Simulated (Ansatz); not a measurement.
```yaml
crystal:
  lattice:
    - [0.02897, 2.54081, 2.54081]
    - [2.54081, 0.02897, 2.54081]
    - [2.56978, 2.56978, 0.00000]
  atoms:
    - { symbol: Be, position: [0.00138, 0.00138, 0.99862] }
    - { symbol: Se, position: [0.24862, 0.24862, 0.25138] }
```

No spin polarisation.

Method: LDA, PAW, 420 eV (Ansatz, a quantum-chemistry and plane-wave program; no spin-orbit coupling). Γ-centred 11×11×11 mesh, Fermi–Dirac width 0.05 eV.

Q: Predict the band gap and pressure.

A: 
- Band gap: 2.29 eV
- Pressure (mean of the normal stresses, compression positive): 0.02 GPa

The cells carry an imposed strain or load. No phonon test of stability was made. The cell was made from BeSe in the zinc blende structure (space group F-43m, No. 216) by this change: tensor shear ε_xy = +1.14 %.
